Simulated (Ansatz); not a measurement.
```
WSi2
1.0
    3.15876     0.00000     0.00000
    0.00000     3.15876     0.00000
    1.57938    -1.57938     3.92602
W Si
1 2
Direct
  0.00000   0.00000   0.00000
  0.66564   0.33436   0.66871
  0.33436   0.66564   0.33129
```

No spin polarisation.

The values are results of r2SCAN in Ansatz (plane waves to 500 eV, PAW, without spin-orbit coupling), not measurements. Γ-centred 25×25×25 mesh, Fermi–Dirac width 0.1 eV.

### Question
Predict the band gap.

### Answer
Zero.

### Question
What is the computed space group?

### Answer
I4/mmm (No. 139).

### Question
Predict the pressure (mean of the normal stresses, compression positive).

### Answer
6.2 GPa.

The cells carry an imposed strain or load. No phonon test of stability was made. All final runs are without spin polarisation. The cell was made from WSi2 (space group I4/mmm, No. 139) by this change: biaxial strain −1.64 %, plane normal [001], relaxed out of plane.

Ansatz is a quantum-chemistry and plane-wave program.
